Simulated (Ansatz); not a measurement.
The starting structures come from a database of crystals and need not be the phases stable at ambient conditions.

 Where the default PAW files enter, the runs use the earlier of Ansatz's two default sets.

The decay constant κ of evanescent states in the gap governs leakage through a thin film.

```
CELL_PARAMETERS angstrom
      5.97454     0.00000     0.00000
      0.00000     8.44928     0.00000
      2.98727     4.22464     2.98727
ATOMIC_POSITIONS crystal
  Rb 0.50000 0.75000 0.00000
  Rb 0.50000 0.25000 0.00000
  Na 0.00000 0.50000 0.00000
  Al 0.00000 0.00000 0.00000
  F  0.00000 0.78110 0.43780
  F  0.00000 0.21890 0.56220
  F  0.56220 0.78110 0.43780
  F  0.43780 0.21890 0.56220
  F  0.00000 0.78110 0.00000
  F  0.00000 0.21890 0.00000
```

Space group of this cell: Fm-3m. The cell is taken as given; by r2SCAN its mean pressure is -3.4 GPa.

Transport runs along the normal of the first two printed cell vectors, the (110) plane of the conventional cell.

No gap correction and no spin-orbit coupling; mid-gap values are interpolated between computed energies.

Predict the band gap and the smallest decay constant κ at mid-gap from Ansatz (a first-principles code) with r2SCAN.

Gap 7.70 eV on a 10×10×10 mesh; κ = 0.536 1/Å, at the zone centre.
